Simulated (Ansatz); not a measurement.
K$_{2}$PdC$_{2}$ (P-3m1): band-edge transport data

Here is the system:

```yaml
crystal:
  lattice:
    - [5.08422, 0.00000, 0.00000]
    - [-2.54211, 4.40307, 0.00000]
    - [0.00000, 0.00000, 5.23010]
  atoms:
    - { symbol: K, position: [0.66667, 0.33333, 0.71997] }
    - { symbol: K, position: [0.33333, 0.66667, 0.28003] }
    - { symbol: Pd, position: [0.00000, 0.00000, 0.00000] }
    - { symbol: C, position: [0.00000, 0.00000, 0.62137] }
    - { symbol: C, position: [0.00000, 0.00000, 0.37863] }
```

Computed with PBEsol, rigid bands (plane waves, PAW, scalar-relativistic; Ansatz, a program for electronic structure). Geometry: cell and atoms relaxed with PBEsol.

band gap: 1.34 eV
electron conductivity mass (300 K, dilute): 0.74 (x), 0.74 (y), 0.20 (z) mₑ
effective density of states N_c (300 K): 2.6e19 cm⁻³
density-of-states mass, electrons: 1.02 mₑ
Seebeck coefficient, n-type 1e19 cm⁻³, 300 K: -295 μV/K
best n-type power factor at 300 K for τ = 10 fs (best axis; densities from 1e16 to 1e21 cm⁻³ tried, whether or not they can be reached): 19.6 μW/(cm·K²) at 1e20 cm⁻³

Rigid bands; masses and Seebeck coefficients take one relaxation time τ for all states and one kind of carrier; polarons and phonon drag are left out. Spin-orbit coupling is left out.

Computed structure with no diffraction record at hand here (it may be known, metastable or hypothetical): K2PdC2 (P-3m1).
